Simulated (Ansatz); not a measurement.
Worked example: self-consistent single point of LuTl (P4mm, 2 atoms in the cell) in Ansatz (a quantum-chemistry and plane-wave program).

Method: LDA (PW92), default PAW files made with PBE (plane waves; Ansatz).

```yaml
crystal:
  lattice:
    - [3.57690, 0.00000, 0.00000]
    - [0.00000, 3.57690, 0.00000]
    - [0.00000, 0.00000, 3.92180]
  atoms:
    - { symbol: Lu, position: [0.00000, 0.00000, 0.01275] }
    - { symbol: Tl, position: [0.50000, 0.50000, 0.50000] }
```

Reference input (self-consistent single point, DFT, LDA (PW92), plane waves, default PAW files made with PBE): basis.ecutwfc = 420 eV; kpoints.mp_grid.grid = 9 9 9; hamiltonian.xc = lda; hamiltonian.pseudopotentials = {kind: paw} (the program's default PAW files); scf.occupations.method = fermi_dirac; scf.occupations.width = 0.1 eV. This run's input differs from it in these lines:

Ansatz 0.2 input:
```diff
@@ -11,3 +11,3 @@
 kpoints:
-  mp_grid: { grid: [9, 9, 9] }
+  mp_grid: { grid: [6, 6, 6], shift: [0.5, 0.5, 0.5] }
 hamiltonian:
```

Log, with long lists cut:

```
SCF iter   1: F=—  HF=-25640.297450 eV  |F-HF|=—  |Δ(HF+E_count)|=         —  Δρ=4.78e-3  dr2=9.31e-3  ethr=1.77e-3  ⟨swp⟩=5.6  Hψ=2109  notcnv=0
all-band conjugate gradients solve this SCF's bands
preconditioner: auto → Kerker (q_TF=auto, 2.605 Å⁻¹)
SCF iter   2: F=—  HF=-25640.292354 eV  |F-HF|=—  |Δ(HF+E_count)|=   5.10e-3  Δρ=2.68e-3  dr2=2.75e-3  ethr=2.45e-5  ⟨swp⟩=2.4  Hψ=989  notcnv=0
SCF iter   3: F=—  HF=-25640.291908 eV  |F-HF|=—  |Δ(HF+E_count)|=   4.47e-4  Δρ=1.48e-3  dr2=1.12e-3  ethr=7.23e-6  ⟨swp⟩=2.7  Hψ=911  notcnv=0
SCF iter   4: F=—  HF=-25640.291575 eV  |F-HF|=—  |Δ(HF+E_count)|=   3.32e-4  Δρ=5.64e-4  dr2=1.86e-4  ethr=2.95e-6  ⟨swp⟩=2.9  Hψ=814  notcnv=0
SCF iter   5: F=—  HF=-25640.291556 eV  |F-HF|=—  |Δ(HF+E_count)|=   1.98e-5  Δρ=1.05e-4  dr2=6.26e-6  ethr=4.89e-7  ⟨swp⟩=2.2  Hψ=773  notcnv=0
SCF iter   6: F=—  HF=-25640.291556 eV  |F-HF|=—  |Δ(HF+E_count)|=   5.18e-7  Δρ=3.03e-5  dr2=5.72e-7  ethr=1.65e-8  ⟨swp⟩=2.4  Hψ=765  notcnv=0
SCF iter   7: F=-25640.291556 eV  HF=-25640.291556 eV  |F-HF|=3.02e-8  |Δ(HF+E_count)|=   3.43e-8  Δρ=9.79e-6  dr2=5.73e-8  ethr=2.63e-10  ⟨swp⟩=9.6  Hψ=2924  notcnv=0
SCF 1 converged in 7 iterations: F = -25640.291556 eV  dr2 = 5.73e-8
Free energy (F): -25640.291556 eV
Internal energy: -25640.244763 eV  (E = F + TS)
E sigma→0 (E₀):  -25640.268159 eV
Entropy (-TS):   -0.046793 eV (-23.397 meV/atom)
Fermi energy:    14.236805 eV
--- Forces (eV/Å), atoms counted from 1 ---
  atom   1  Lu    -0.00000000     0.00000000    -0.11362454
  atom   2  Tl    -0.00000000     0.00000000     0.11362954
--- Stress (GPa, compression-positive) ---
       -3.610162       0.000000       0.000000
        0.000000      -3.610162       0.000000
       -0.000000       0.000000      -4.153720
  P = ⅓ Tr σ = -3.7913 GPa (-37.913 kbar)
  The stress holds the Pulay correction. Without it, at fixed plane waves, as pw.x and ABINIT print it: P = -3.8392 GPa
```

The run converged in 7 iterations. Against the reference run the free energy goes down by 10.8 meV/atom, the pressure goes from -3.38 to -3.79 GPa and the largest force goes from 0.131 to 0.114 eV/Å.

The starting cell comes from a database of computed structures (which also holds hypothetical and non-ambient phases and stackings), without a prior relaxation at this level. Its lattice was rescaled by up to half a per cent. One atom was moved a little off its site on purpose. Ansatz's pressure includes its estimate of the finite-basis (Pulay) stress.
